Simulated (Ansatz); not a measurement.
An Ansatz (an electronic-structure program) input (PBEsol (Ansatz), spin-orbit coupling left out):

Ansatz 0.2 input:
```yaml
crystal:
  lattice:
    - [4.1945029647, 0, 0]
    - [0, 4.1945029647, 0]
    - [0, 0, 2.7427628315]
  atoms:
    - { symbol: Si, position: [0, 0, 0] }
    - { symbol: Si, position: [0.5, 0.5, 0.5] }
    - { symbol: O, position: [0.3060579896, 0.3060579896, 0] }
    - { symbol: O, position: [0.8060579896, 0.1939420104, 0.5] }
    - { symbol: O, position: [0.1939420104, 0.8060579896, 0.5] }
    - { symbol: O, position: [0.6939420104, 0.6939420104, 0] }
basis: { ecutwfc: 420, ecutrho_ratio: 4, xc_grid: 2, fft_grid_basis: typed }
kpoints: { mp_grid: { grid: [8, 8, 12] } }
hamiltonian:
  xc: pbesol
  dispersion: none
  pseudopotentials: { kind: paw }
scf: { occupations: { method: fermi_dirac, width: 0.05 }, convergence: { dr2_threshold: 0.0000000006 } }
relax: { f_tol: 0.005, max_steps: 50 }
output: { forces: true, stress: true }
checkpoint: { write: state.ck, write_every: 1000 }
```

Question: Which symmetry and how many k-points will the program report, and about how many plane waves at Γ?

Answer: Space group P42/mnm (ITA 136) with 16 operations, k-points 105 of 768, and 933 plane waves at Γ.

Question: And the final pressure?

Answer: -8.09 GPa (compression positive).

The cells carry an imposed strain or load. Stability against distortions was not tested. The cell was made from SiO₂ in the rutile structure (space group P4_2/mnm, No. 136) by this change: uniaxial strain ε_zz = +2.40 %.
